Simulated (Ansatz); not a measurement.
System: SnC (model structure, started from the wurtzite type, P6₃mc, No. 186, 4 atoms in the cell). Method: LDA in Ansatz (PAW).

Excerpt of the program's output:

```
Crystal: 4 atoms, lattice volume = 62.166 Å³
Basis set: ecut = 520 eV, 1713 PW (Γ), exchange–correlation on 54×54×90 points (8 copies of the dense FFT grid, shifted against one another)
Bands: 22, of which v1, the nominal top of the filled ones, is band 18 counted from 1 (17 counted from 0)
Symmetry: 12 space group operations
Space group: P63mc (ITA 186), of the structure as read, at distance tolerance 4.0e-5 Å
k-points: 76 of 864 (time reversal used)
Functional: x = slater, c = lda
SCF iter   1: F=—  HF=-12241.940746 eV  |F-HF|=—  |Δ(HF+E_count)|=         —  Δρ=1.29e-2  dr2=1.11e-1
SCF iter   2: F=—  HF=-12241.908815 eV  |F-HF|=—  |Δ(HF+E_count)|=   3.19e-2  Δρ=4.32e-3  dr2=6.36e-3
  ...
SCF iter   7: F=—  HF=-12241.906539 eV  |F-HF|=—  |Δ(HF+E_count)|=   1.10e-8  Δρ=1.30e-6  dr2=1.39e-9
SCF iter   8: F=-12241.906539 eV  HF=-12241.906539 eV  |F-HF|=1.46e-11  |Δ(HF+E_count)|=  5.82e-11  Δρ=2.42e-7  dr2=4.02e-11
SCF 1 converged in 8 iterations: F = -12241.906539 eV  dr2 = 4.02e-11
SCF converged after 8 iterations
Free energy (F): -12241.906539 eV
Internal energy: -12241.906539 eV  (E = F + TS)
E sigma→0 (E₀):  -12241.906539 eV
Fermi energy:    11.773818 eV
--- Stress (GPa, compression-positive) ---
       -0.001963       0.000000       0.000000
        0.000000      -0.001963       0.000000
        0.000000      -0.000000       0.000733
  P = ⅓ Tr σ = -0.0011 GPa (-0.011 kbar)
```

**Question.** Write an input file that could have produced this run (the log leaves some choices open).

**Answer.** Several could match; the one computed here: 
Ansatz 0.2 input:
```yaml
crystal:
  lattice:
    - [3.5254965263, 0.0000002843, 0.0]
    - [-1.7627485094, 3.0531694106, 0.0]
    - [0.0, 0.0, 5.7754026231]
  atoms:
    - { symbol: Sn, position: [0.6666666667, 0.3333333333, 0.0002678455] }
    - { symbol: Sn, position: [0.3333333333, 0.6666666667, 0.5002678455] }
    - { symbol: C, position: [0.6666666667, 0.3333333333, 0.6249321545] }
    - { symbol: C, position: [0.3333333333, 0.6666666667, 0.1249321545] }
basis:
  ecutwfc: 520
  ecutrho_ratio: 4
  xc_grid: 2
kpoints:
  mp_grid: { grid: [12, 12, 6] }
  band_path:
    path:
      - [0.0, 0.0, 0.0]
      - [0.05, 0.0, 0.0]
      - [0.1, 0.0, 0.0]
      - [0.15, 0.0, 0.0]
      - [0.2, 0.0, 0.0]
      - [0.25, 0.0, 0.0]
      - [0.3, 0.0, 0.0]
      - [0.35, 0.0, 0.0]
      - [0.4, 0.0, 0.0]
      - [0.45, 0.0, 0.0]
      - [0.5, 0.0, 0.0]
      - [0.466667, 0.066667, 0.0]
      - [0.433333, 0.133333, 0.0]
      - [0.4, 0.2, 0.0]
      - [0.366667, 0.266667, 0.0]
      - [0.333333, 0.333333, 0.0]
      - [0.305556, 0.305556, 0.0]
      - [0.277778, 0.277778, 0.0]
      - [0.25, 0.25, 0.0]
      - [0.222222, 0.222222, 0.0]
      - [0.194444, 0.194444, 0.0]
      - [0.166667, 0.166667, 0.0]
      - [0.138889, 0.138889, 0.0]
      - [0.111111, 0.111111, 0.0]
      - [0.083333, 0.083333, 0.0]
      - [0.055556, 0.055556, 0.0]
      - [0.027778, 0.027778, 0.0]
      - [0.0, 0.0, 0.1]
      - [0.0, 0.0, 0.2]
      - [0.0, 0.0, 0.3]
      - [0.0, 0.0, 0.4]
      - [0.0, 0.0, 0.5]
      - [0.05, 0.0, 0.5]
      - [0.1, 0.0, 0.5]
      - [0.15, 0.0, 0.5]
      - [0.2, 0.0, 0.5]
      - [0.25, 0.0, 0.5]
      - [0.3, 0.0, 0.5]
      - [0.35, 0.0, 0.5]
      - [0.4, 0.0, 0.5]
      - [0.45, 0.0, 0.5]
      - [0.5, 0.0, 0.5]
      - [0.466667, 0.066667, 0.5]
      - [0.433333, 0.133333, 0.5]
      - [0.4, 0.2, 0.5]
      - [0.366667, 0.266667, 0.5]
      - [0.333333, 0.333333, 0.5]
      - [0.305556, 0.305556, 0.5]
      - [0.277778, 0.277778, 0.5]
      - [0.25, 0.25, 0.5]
      - [0.222222, 0.222222, 0.5]
      - [0.194444, 0.194444, 0.5]
      - [0.166667, 0.166667, 0.5]
      - [0.138889, 0.138889, 0.5]
      - [0.111111, 0.111111, 0.5]
      - [0.083333, 0.083333, 0.5]
      - [0.055556, 0.055556, 0.5]
      - [0.027778, 0.027778, 0.5]
      - [0.5, 0.0, 0.4]
      - [0.5, 0.0, 0.3]
      - [0.5, 0.0, 0.2]
      - [0.5, 0.0, 0.1]
      - [0.333333, 0.333333, 0.4]
      - [0.333333, 0.333333, 0.3]
      - [0.333333, 0.333333, 0.2]
      - [0.333333, 0.333333, 0.1]
    npoints: 1
hamiltonian:
  xc: lda
  dispersion: none
  pseudopotentials: { kind: paw }
scf:
  occupations: { method: fermi_dirac, width: 0.01 }
  convergence: { dr2_threshold: 0.0000000004 }
output:
  forces: true
  stress: true
  eigenvalues: true
  write_bands: true
```

The PAW data were made under PBE.

Note: the relaxation could raise the start's symmetry but not lower it, so the cell can be a saddle point.

A model structure was made by putting elements into a prototype or built by hand; it is no filed structure, need not be a known phase, and can be a saddle point held by its symmetry.

Ansatz is a program for electronic structure.
